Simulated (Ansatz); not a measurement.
The starting structures come from a database of crystals and need not be the phases stable at ambient conditions.

Inside the gap of an insulator the Bloch states are evanescent, with a wavenumber k + iκ along the transport direction.

```yaml
crystal:
  lattice:
    - [6.38506, 0.06410, 0.01566]
    - [0.48909, 6.53771, 0.02174]
    - [-0.92292, -0.09652, 6.09138]
  atoms:
    - { symbol: Sc, position: [0.69755, 0.06501, 0.79470] }
    - { symbol: Sc, position: [0.30245, 0.93499, 0.20530] }
    - { symbol: P, position: [0.26554, 0.80504, 0.69090] }
    - { symbol: P, position: [0.73446, 0.19496, 0.30910] }
    - { symbol: S, position: [0.76061, 0.37495, 0.57940] }
    - { symbol: S, position: [0.23939, 0.62505, 0.42060] }
    - { symbol: S, position: [0.03449, 0.77590, 0.88674] }
    - { symbol: S, position: [0.96551, 0.22410, 0.11326] }
    - { symbol: S, position: [0.27900, 0.10367, 0.59744] }
    - { symbol: S, position: [0.72100, 0.89633, 0.40256] }
    - { symbol: S, position: [0.53297, 0.74035, 0.92017] }
    - { symbol: S, position: [0.46703, 0.25965, 0.07983] }
```

Space group of this cell: P-1. The cell was relaxed by PBE-D3(BJ); by r2SCAN its mean pressure is 1.1 GPa.

Transport runs along the normal of the first two printed cell vectors.

The gap is the functional's own. No spin-orbit coupling. Mid-gap values are interpolated on the energy grid.

Q: Compute, with r2SCAN (Ansatz, an electronic-structure program), the band gap and the smallest decay constant κ at mid-gap.

A: Gap 1.97 eV on a 6×6×6 mesh; κ = 0.276 1/Å, at the zone centre.
